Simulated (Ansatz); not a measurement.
The parent structure is Ti in the hcp (Mg type) structure (space group P6_3/mmc, No. 194; a = 2.9364 Å, c = 4.6402 Å; relaxed with 0.1 eV smearing).

Structures relaxed with r2SCAN (Ansatz, an electronic-structure program; PAW; 500 eV plane waves; scalar-relativistic without spin-orbit coupling).

Base:

Simulated powder pattern, Cu Kα1, λ = 1.54056 Å (kinematic, ideal powder, no thermal factors, no anomalous dispersion; the 8 strongest lines at most, above 2 %, up to 2θ = 90°):

| 2θ (°) | I/Imax (%) | hkl |
|---|---|---|
| 35.26 | 25 | (100) |
| 38.78 | 25 | (002) |
| 40.41 | 100 | (101) |
| 53.41 | 14 | (102) |
| 63.29 | 15 | (110) |
| 71.31 | 15 | (103) |
| 76.76 | 16 | (112) |
| 77.83 | 12 | (201) |

After one change:

Simulated powder pattern, Cu Kα1, λ = 1.54056 Å (kinematic, ideal powder, no thermal factors, no anomalous dispersion; the 8 strongest lines at most, above 2 %, up to 2θ = 90°):

```json
[
 {"2θ (°)": "36.39", "I/Imax (%)": "25"},
 {"2θ (°)": "40.03", "I/Imax (%)": "25"},
 {"2θ (°)": "41.72", "I/Imax (%)": "100"},
 {"2θ (°)": "55.20", "I/Imax (%)": "13"},
 {"2θ (°)": "65.49", "I/Imax (%)": "15"},
 {"2θ (°)": "73.87", "I/Imax (%)": "15"},
 {"2θ (°)": "79.59", "I/Imax (%)": "16"},
 {"2θ (°)": "80.72", "I/Imax (%)": "12"}
]
```

Which change produced these results?
A) isotropic strain −3.00 %
B) isotropic strain −0.50 %
C) isotropic strain −1.50 %
D) isotropic strain −2.50 %

A, isotropic strain −3.00 %. Its volume per atom is 15.81 Å³ against 17.32 Å³, and its space group is P6_3/mmc (No. 194).

Whether these cells are dynamically stable was not tested. The final runs are not spin-polarised.
